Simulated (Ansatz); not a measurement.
**Ni on a Ru site (middle of the slab) in a 3x3 cell of the 1x1 (0001) surface of hcp Ru**

Computed with PBE (plane waves to 420 eV, PAW; Ansatz, a program for electronic structure).

Slab: 36 atoms, 6.3 Å thick at the start (thin: gaps and levels are the slab's own); k 4x4x1, smearing 0.1 eV, dipole-corrected; 9 atoms held, the rest relaxed; symmetry of the start imposed; spin-polarised, no spin-orbit, no U. The starting moment vanished.

```json
{
 "formation energy against fcc Ni, ferromagnetic, hcp Ru": "0.40 eV",
 "work_function_of_the_top_face": "4.98 eV",
 "change_of_the_work_function": "-0.020 eV",
 "change_of_the_step_from_the_bottom_to_the_top_vacuum_level_against_the_clean_slab": "-0.055 eV",
 "energy_released_by_relaxation": "0.014 eV",
 "magnetic_moment_of_the_cell": "0.00 μB",
 "largest_move_of_a_host_atom": "0.02 Å"
}
```
